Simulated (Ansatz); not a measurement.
The boundary is one mirror-built cell; no search for the lowest one was made.

System: Σ5 (310) symmetric tilt boundary in bcc W, with one F atom a cell (16.0 Å²) in the boundary; relaxed on a coarser mesh with the in-plane cell held.

Given:

```
W38F
1.0
    3.18360     0.00000     0.00000
    1.59180     5.03371     0.00000
    0.00000     0.00000    39.30411
W F
38 1
Direct
  0.00083   0.99890   0.02560
  0.70264   0.59397   0.05818
  0.40287   0.19385   0.08033
  0.10140   0.79690   0.10684
  0.80376   0.39214   0.13265
  0.50306   0.99488   0.15782
  0.20306   0.59488   0.18344
  0.90306   0.19488   0.20906
  0.60306   0.79488   0.23468
  0.30306   0.39488   0.26030
  0.00306   0.99488   0.28592
  0.70306   0.59488   0.31154
  0.40306   0.19488   0.33716
  0.10306   0.79488   0.36278
  0.80306   0.39488   0.38840
  0.50149   0.99893   0.41387
  0.20482   0.59284   0.43965
  0.90082   0.20112   0.46550
  0.60898   0.78463   0.48779
  0.26271   0.47734   0.52560
  0.60898   0.78463   0.56342
  0.90082   0.20112   0.58571
  0.20482   0.59284   0.61156
  0.50149   0.99893   0.63733
  0.80306   0.39488   0.66281
  0.10306   0.79488   0.68843
  0.40306   0.19488   0.71405
  0.70306   0.59488   0.73967
  0.00306   0.99488   0.76529
  0.30306   0.39488   0.79091
  0.60306   0.79488   0.81653
  0.90306   0.19488   0.84215
  0.20306   0.59488   0.86777
  0.50306   0.99488   0.89339
  0.80376   0.39214   0.91856
  0.10140   0.79690   0.94437
  0.40287   0.19385   0.97088
  0.70264   0.59397   0.99302
  0.92171   0.15901   0.52560
```

The resistance of the junction is A R = A (h/e²)[1/T − 1/(2N₁) − 1/(2N₂)] a spin, with T the transmission and N₁, N₂ the leads' channels in a cell of area A; the spins conduct in parallel.

Values are means of three energies within 0.05 eV of the Fermi level, on a potential converged at a Fermi-Dirac width of 0.05 eV. Resistances leave out the leads' Sharvin resistance. Spin-orbit coupling is left out.

**Question.** Give the specific resistance of the junction and the share of channels that pass that PBE (Ansatz, a quantum-chemistry and plane-wave program) yields.

**Answer.** AR = 1.5 × 10⁻¹⁵ Ω m²; 43 % of the channels of the narrower lead pass.
